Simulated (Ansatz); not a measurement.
**MgRh (Pm-3m): resistivity and electron-phonon coupling**

Here is the system:

```yaml
crystal:
  lattice:
    - [3.08234, 0.00000, 0.00000]
    - [0.00000, 3.08234, 0.00000]
    - [0.00000, 0.00000, 3.08234]
  atoms:
    - { symbol: Mg, position: [0.00000, 0.00000, 0.00000] }
    - { symbol: Rh, position: [0.50000, 0.50000, 0.50000] }
```

Computed with PBEsol, DFPT electron-phonon coupling, linearised Boltzmann equation (plane waves, PAW, scalar-relativistic; Ansatz, a quantum-chemistry and plane-wave program). How the cell was made: relaxed with this functional, without spin-orbit coupling.

```
Property                                                                                                 Value
----------------------------------------------------------------------------------  --------------------------
resistivity at 300 K                                                                                 5.1 μΩ·cm
electron mean free path at 300 K (weighted by the current that each state carries)                     16.2 nm
electron-phonon coupling λ                                                                               0.182
transport coupling λ_tr                                                                                  0.197
logarithmic mean phonon energy                                                                        14.0 meV
density of states at the Fermi level                                                0.47 states/(eV·spin·cell)
Drude plasma energy                                                                                     7.0 eV
Hall coefficient at 300 K                                                                     11.3 ×10⁻¹¹ m³/C
```

A metal at this level (no band gap). Only scattering by harmonic phonons is included (no impurities, grain boundaries, electron-electron scattering or thermal expansion). Spin-orbit coupling is left out. The run warned that the eigensolver left some states short of its tolerance. Halving the electron mesh (28x28x28) moves the resistivity by up to 6 % at 300 K, the mean free path by up to 10 %, the coupling by up to 5 %. Smearing 0.20 eV; phonons on a 5x5x5 q mesh, which this run doesn't test and which matters most at low temperature.

Formula and space group known from diffraction (Crystallography Open Database), not checked to be the room-temperature form: MgRh (Pm-3m).
